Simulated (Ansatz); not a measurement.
The reference is CdS in the zinc blende structure (space group F-43m, No. 216).

```
CELL_PARAMETERS angstrom
      0.00000     2.93884     2.93884
      2.93884     0.00000     2.93884
      2.93884     2.93884     0.00000
ATOMIC_POSITIONS crystal
  Cd 0.00000 0.00000 0.00000
  S  0.25000 0.25000 0.25000
```

Cartesian axes are those of the cell as printed.

The values are results of r2SCAN (Ansatz, an electronic-structure program, PAW, no spin-orbit coupling), not measurements.

For the base:

- Pressure = 0.01 GPa
- Valence-band top at Γ = 0.00, 0.00, 0.00 eV
- Gap character = direct at Γ

Now apply this change: the cell is compressed by 1.00 % along z with no lateral relaxation; the atoms relax in the strained cell.

How does this affect the pressure?

The pressure (mean of the normal stresses, compression positive) increases by 0.619 GPa, from 0.01 GPa to 0.62 GPa.

Predict the new valence-band top at Γ.

The valence-band top at Γ (three highest levels, from the VBM) becomes 0.00, -0.03, -0.03 eV (base: 0.00, 0.00, 0.00 eV).

How does this affect the gap character?

The gap character is still direct at Γ.

What happens to the energy relative to the base?

The energy rises by 0.6 meV/atom.

Stability against distortions was not tested. Labels are those of the standard path for the cell's own space group.
